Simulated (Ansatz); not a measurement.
The starting structures come from a database of crystals and need not be the phases stable at ambient conditions.

Input:

```xyz
14
Lattice="6.4298 0.0000 0.0000 0.0000 6.7518 0.0000 2.9199 0.0000 6.0291" Properties=species:S:1:pos:R:3 pbc="T T T"
Cd     3.3206     5.8940     1.3828
Cd     6.0291     0.8578     4.6463
Cd     4.5692     2.5181     1.6318
Cd     4.7805     4.2337     4.3973
Cd     1.4599     3.3759     3.0145
Cd     0.0000     0.0000     0.0000
Cl     7.9225     4.2926     5.6264
Cl     1.4272     2.4592     0.4027
Cl     2.8871     0.9167     3.4172
Cl     6.4626     5.8351     2.6119
O      3.4130     4.1431     2.6325
O      5.9367     2.6087     3.3966
O      4.4767     0.7672     0.3821
O      4.8729     5.9846     5.6470
```

Space group of this cell: P2_1/c. The cell is taken as given; by r2SCAN its mean pressure is -0.8 GPa.

Transport runs along the normal of the first two printed cell vectors.

The gap is the functional's own. No spin-orbit coupling. Mid-gap values are interpolated on the energy grid.

Q: Predict the band gap and the smallest decay constant κ at mid-gap from Ansatz (a program for electronic structure) with r2SCAN.

A: Gap 1.75 eV on a 6×6×6 mesh; κ = 0.204 1/Å, at the zone centre.
